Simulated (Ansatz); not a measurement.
# Hypothetical R-3m MgH2: response to strain

Take MgH2 in the CdCl2 type structure (space group R-3m, No. 166; a hypothetical phase, not in the database extracts checked) as the base.

```yaml
crystal:
  lattice:
    - [1.50059, 0.86637, 3.89037]
    - [-1.50059, 0.86637, 3.89037]
    - [0.00000, -1.73273, 3.89037]
  atoms:
    - { symbol: Mg, position: [0.00000, 0.00000, 0.00000] }
    - { symbol: H, position: [0.25501, 0.25501, 0.25501] }
    - { symbol: H, position: [0.74499, 0.74499, 0.74499] }
```

Strains are applied to the cell and any free atomic positions relax.

Calculations: Ansatz (a program for electronic structure), PBE-D3(BJ), PAW, cutoff 420 eV, spin-orbit coupling left out.

Notes on the quantities. energy relative to the base: free energy F.

| isotropic strain (%) | energy relative to the base (meV/atom) |
|---|---|
| -5.78 | 44.1 |
| -4.26 | ? |
| -1.33 | 2.1 |
| 0 | 0.0 |
| 1.7 | 3.2 |

Problem. Fit ΔE = Aε² + Bε³ (ε in %) to the rows shown and predict the withheld row.

Solution. Least squares on the printed values gives A = 1.15 and B = -0.029 meV/atom (largest residual 0.0 meV/atom); this predicts 23.2 meV/atom, and the run gives 23.0 meV/atom, 0.2 lower.

Stability against distortions was not tested.
